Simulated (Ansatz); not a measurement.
# Response to strain in TiO2

The parent structure is TiO₂ in the anatase structure (space group I4_1/amd, No. 141; a = 3.770 Å, c = 9.552 Å). Axes: x, y, z lie along a, b, c of the conventional cell.

Strains are applied to the cell and any free atomic positions relax; under biaxial strain the out-of-plane vector relaxes too.

Calculations: plane-wave PAW DFT at the PBEsol level (Ansatz, an electronic-structure program, 420 eV), no spin-orbit coupling.

Candidates:
(a) biaxial strain −0.60 %, plane normal [001], relaxed out of plane
(b) biaxial strain −3.00 %, plane normal [001], relaxed out of plane
(c) biaxial strain −2.40 %, plane normal [001], relaxed out of plane
(d) biaxial strain −1.80 %, plane normal [001], relaxed out of plane

Before the change:

The smallest direct gap is 2.44 eV.

Problem. Order them by smallest direct gap, lowest first.

Solution. (a) biaxial strain −0.60 %, plane normal [001], relaxed out of plane (2.48 eV), (d) biaxial strain −1.80 %, plane normal [001], relaxed out of plane (2.58 eV), (c) biaxial strain −2.40 %, plane normal [001], relaxed out of plane (2.64 eV), (b) biaxial strain −3.00 %, plane normal [001], relaxed out of plane (2.70 eV)

No phonon test of stability was made. All final runs are without spin polarisation.
